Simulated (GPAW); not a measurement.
GPAW is run on Li2Al (Fd-3m, 12 atoms in the cell), and the run fails. The aim is a self-consistent single point with DFT PBEsol, plane waves, GPAW PAW datasets PBEsol (made by gpaw-setup).

Cell that was meant: a = 6.8157 Å, b = 6.8157 Å, c = 6.8157 Å, α = 60.00°, β = 60.00°, γ = 60.00°.

Part of the input:

```python
            occupations={'name': 'methfessel-paxton', 'width': 0.1, 'order': 0},
            nbands=-18,
            symmetry={'symmorphic': False, 'tolerance': 0.0005},
            maxiter=8)

atoms.calc = calc
```

Output (repeated stretches shortened):

```
     iter     time        total  log10-change:
                         energy   eigst   dens
iter:   1 --:--:--   -30.092841
iter:   2 --:--:--   -30.051450   -1.49  -0.96
iter:   3 --:--:--   -29.904456   -1.88  -0.98
iter:   4 --:--:--   -29.908515   -2.68  -1.18
iter:   5 --:--:--   -29.882238   -2.91  -1.29
iter:   6 --:--:--   -29.884519   -3.62  -2.03
iter:   7 --:--:--   -29.884575c  -4.16  -2.18
iter:   8 --:--:--   -29.884666c  -4.92  -2.84

Did not converge!

Here are some tips:

1) Make sure the geometry and spin-state is physically sound.
2) Use less aggressive density mixing.
3) Solve the eigenvalue problem more accurately at each scf-step.
4) Use a smoother distribution function for the occupation numbers.
5) Try adding more empty states.
6) Use enough k-points.
7) Don't let your structure optimization algorithm take too large steps.
8) Solve the Poisson equation more accurately.
9) Better initial guess for the wave functions.

See details here:

    https://gpaw.readthedocs.io/documentation/convergence.html
Traceback (most recent call last):
   [... frames left out ...]
gpaw.KohnShamConvergenceError: Did not converge!  See text output for help.
```

What is wrong, and how is it fixed?

The fault is an iteration limit that is too low. The loop is cut before its threshold is met, so whatever is printed at the end is not self-consistent. To fix it, raise the limit, or leave it to the default. The run ended unconverged after 8 iterations.

An input that runs soundly differs in these lines (not the only fix; some lines may just follow from the change or write a value another way):
```diff
-            maxiter=8)
+            maxiter=150)
```

With that input, the run converged in 15 iterations: free energy E − TS (from the program's reference atoms) -29.9025 eV; Fermi level (on the code's own zero) 2.18 eV; pressure -0.32 GPa; largest force (vector length) 0.138 eV/Å (DFT PBEsol, plane waves, GPAW PAW datasets PBEsol (made by gpaw-setup)).

On the sound input: the starting cell comes from a database of computed structures (which also holds hypothetical and non-ambient phases and stackings), without a prior relaxation at this level.
